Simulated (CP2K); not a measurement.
Input and output of a self-consistent single point for MgB2 (P6/mmm, 3 atoms in the cell) (CP2K).

Level of theory: PBE, GPW, DZVP-MOLOPT-SR-GTH basis, GTH-PBE potentials (GTH_POTENTIALS) in CP2K 2026.2.

The change in words: lattice scaled by 0.98. Reference geometry:
```xyz
3
Lattice="2.9972 0.0000 0.0000 -1.4986 2.5957 0.0000 0.0000 0.0000 3.4455" Properties=species:S:1:pos:R:3 pbc="T T T"
Mg     0.0000     0.0000     0.0000
B      1.4986     0.8652     1.7228
B      0.0000     1.7304     1.7228
```

Reference input (self-consistent single point, DFT PBE, GPW, DZVP-MOLOPT-SR-GTH basis, GTH-PBE potentials (GTH_POTENTIALS)): CUTOFF = 1000 Ry; REL_CUTOFF = 50 Ry; SMEAR/METHOD = FERMI_DIRAC; ELECTRONIC_TEMPERATURE = 1160.45 K; KPOINTS/SCHEME = MONKHORST-PACK 13 13 10; GAMMA_CENTERED = T; XC_FUNCTIONAL = PBE; Mg/BASIS_SET = DZVP-MOLOPT-SR-GTH; Mg/POTENTIAL = GTH-PBE-q10; B/BASIS_SET = DZVP-MOLOPT-SR-GTH; B/POTENTIAL = GTH-PBE-q3; METHOD = GPW. This run's input differs from it in these lines:

```diff
@@ -64,5 +64,5 @@
     &CELL
-      A 2.99721700 0.00000000 0.00000000
-      B -1.49860800 2.59566600 0.00000000
-      C 0.00000000 0.00000000 3.44552300
+      A 2.93727300 0.00000000 0.00000000
+      B -1.46863600 2.54375300 0.00000000
+      C 0.00000000 0.00000000 3.37661300
       PERIODIC XYZ
```

Log, with long lists cut:

```
 SCF WAVEFUNCTION OPTIMIZATION

  Step     Update method      Time    Convergence         Total energy    Change
     1 NoMix/Diag. 0.30E+00      -     1.89223294       -69.6734102860 -6.97E+01
     2 Broy./Diag. 0.30E+00      -     0.09411481       -68.5500319145  1.12E+00
     3 Broy./Diag. 0.30E+00      -     0.37325787       -68.8733065423 -3.23E-01
     4 Broy./Diag. 0.30E+00      -     0.09107154       -68.9106382733 -3.73E-02
     5 Broy./Diag. 0.30E+00      -     0.04505039       -68.9747445114 -6.41E-02
     6 Broy./Diag. 0.30E+00      -     0.00610163       -68.9679099988  6.83E-03
   [... 4 lines left out ...]
    11 Broy./Diag. 0.30E+00      -     0.00006058       -68.9417166056 -1.04E-05
    12 Broy./Diag. 0.30E+00      -     0.00000195       -68.9417186266 -2.02E-06
    13 Broy./Diag. 0.30E+00      -     0.00000292       -68.9417197810 -1.15E-06
    14 Broy./Diag. 0.30E+00      -     0.00000003       -68.9417211085 -1.33E-06
  *** SCF run converged in    14 steps ***

  Overlap energy of the core charge distribution:               0.00000053600086
  Self energy of the core charge distribution:               -158.46558317526467
  Core Hamiltonian energy:                                     47.73831205364977
  Hartree energy:                                              52.74392069695789
  Exchange-correlation energy:                                -10.95764408746039
  Electronic entropic energy:                                  -0.00072713242513
  Fermi energy:                                                 0.34424933383055

  Total energy:                                               -68.94172110854431
  Total energy (extrapolated to T->0):                        -68.94135754233174

   [... lines left out ...]

 STRESS| Analytical stress tensor [bar]
 STRESS|                        x                   y                   z
 STRESS|      x        3.29463780984E+05  -4.94078651946E+02  -2.61537288702E-08
 STRESS|      y       -4.94078651946E+02   3.28900939760E+05  -3.76770395074E-08
 STRESS|      z       -2.61537288702E-08  -3.76770395074E-08   2.14656935633E+05
 STRESS| 1/3 Trace                                             2.91007218792E+05
```

The run converged in 14 iterations. Against the reference run the free energy goes up by 72.9 meV/atom and the pressure goes from 15.90 to 29.10 GPa.

The starting cell comes from a database of computed structures (which also holds hypothetical and non-ambient phases and stackings), without a prior relaxation at this level. Its lattice was rescaled by a random factor within 2.5 % of one. For this run, on top of that: lattice scaled by 0.98. Values carry the incompleteness of an atom-centred basis. With a pressure of about 29 GPa the cell is away from its equilibrium volume at this level.

Cost on one core of a shared machine: roughly 80 s.
